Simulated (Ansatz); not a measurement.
L1₀ (CuAu-type) FePt, treated with r²SCAN-D4 in Ansatz (plane waves, PAW).

Settings: plane-wave cutoff 500 eV, 20×20×16 k mesh (along the axes of the cell as run), Fermi–Dirac smearing 0.1 eV, spin-polarised with parallel moments, scalar-relativistic PAW data made under PBE.

Computed at the level's own relaxed cell.

### Question
Estimate the equilibrium volume per atom, lattice parameter a, c axis length and magnetic moment (largest site, within a sphere) that the calculation returns.

### Answer

* **equilibrium volume per atom**: 13.81 Å³/atom
* **lattice parameter a**: 2.727 Å
* **c axis length**: 3.715 Å
* **magnetic moment (largest site, within a sphere)**: 3.28 μB

Measured, for comparison: lattice constant a 2.727 Å (room temperature, no zero-point or thermal correction, P4/mmm two-atom cell, a_fct/√2; as tabulated in Sawada et al. (2023), arXiv:2212.12065); lattice parameter c 3.726 Å (room temperature, no zero-point or thermal correction, 0.1 GPa; as tabulated in Sawada et al. (2023), arXiv:2212.12065). Computed (rounded) less measured: lattice constant a 0.0 %, lattice parameter c -0.3 %.

Moments are spin moments.

Spin–orbit coupling is not included.

Computed values are for the static lattice.

It cost roughly 10 core-minutes of CPU time.

Ansatz is a first-principles code.
